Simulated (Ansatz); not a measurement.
Functionals compared on the (100) surface of fcc Al, clean 1x1 (bottom of the slab: a bare face, its two planes held), in Ansatz (plane waves, PAW). The structure was relaxed with PBE; the other rows are single points on it. Cutoff 420 eV (500 eV for r2SCAN).

Model: 6-atom slab, 10.1 Å thick at the start (thin: gaps and levels are the slab's own), 13x13x1 mesh, Fermi-Dirac 0.1 eV, dipole correction, 2 atoms held, the rest relaxed; symmetry of the start imposed; no spin, no spin-orbit, no U. These notes are the PBE run's.

| functional | work function of the top face (eV) | rough cost of the single point |
|---|---|---|
| PBE | 4.24 | – |
| LDA | 4.39 | roughly 11 core-seconds |
| PBEsol | 4.29 | very roughly 14 core-seconds |
| RPBE | 4.18 | roughly 13 core-seconds |
| r2SCAN | 4.32 | around 23 core-seconds (rough) |

Ansatz is an electronic-structure program.
